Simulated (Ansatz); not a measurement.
Base system: CdS in the zinc blende structure (space group F-43m, No. 216; a = 5.9266 Å).

Levels (all Ansatz, a program for electronic structure, PAW): PBE (420 eV, no SOC); r2SCAN (500 eV, without spin-orbit coupling); HSE06 (420 eV, no SOC); PBE+SOC (420 eV, with spin-orbit coupling).

Levels that relaxed their own cell: PBE.

```csv
level,band gap,lattice parameter a
PBE,1.04 eV,5.927 Å
r2SCAN,1.49 eV,–
HSE06,2.04 eV,–
PBE+SOC,1.03 eV,–
```

Measured: band gap 2.48 eV (0 K or low temperature; as listed in arXiv:1206.3780); lattice parameter a 5.832 Å (room temperature; as listed in arXiv:1206.3780).

Computed minus measured — band gap: PBE -1.44 eV, r2SCAN -0.99 eV, HSE06 -0.44 eV, PBE+SOC -1.45 eV (closest: HSE06); lattice parameter a: PBE +1.6 %. Measured values not marked as corrected hold thermal and zero-point effects that the static-lattice runs lack. A measured gap can be an optical one, lowered by exciton binding. Levels without spin-orbit coupling miss its lowering of the gap, often about a third of the valence-band splitting.

Single points use the geometry relaxed with PBE. The spin-orbit shifts are approximate. Whether these cells are dynamically stable was not tested.
